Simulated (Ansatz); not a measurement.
RuAl (model structure, Cmcm, No. 63): bulk modulus B0 by level of theory

No measured value is used here.

```tsv
level (code)	value (GPa)	cell (Å³/atom)
LDA (Ansatz)	207	13.38
PBE (Ansatz)	181	14.10
PBEsol (Ansatz)	196	13.69
r²SCAN (Ansatz)	196	13.80
```

LDA, PBE, PBEsol, r²SCAN: the run has no spin polarisation, so it can have missed a magnetic state. LDA, PBE, PBEsol, r²SCAN: the bulk modulus is −V dP/dV from two relaxed cells at ±2 % in volume. Each level is taken at its own relaxed cell. Cutoffs differ between the levels. Ansatz's density-functional and Hartree–Fock values are scalar-relativistic unless marked +SOC, with PAW data made under PBE.

A model structure was made by putting elements into a prototype or built by hand; it is no filed structure, need not be a known phase, and can be a saddle point held by its symmetry.

Ansatz is a quantum-chemistry and plane-wave program.
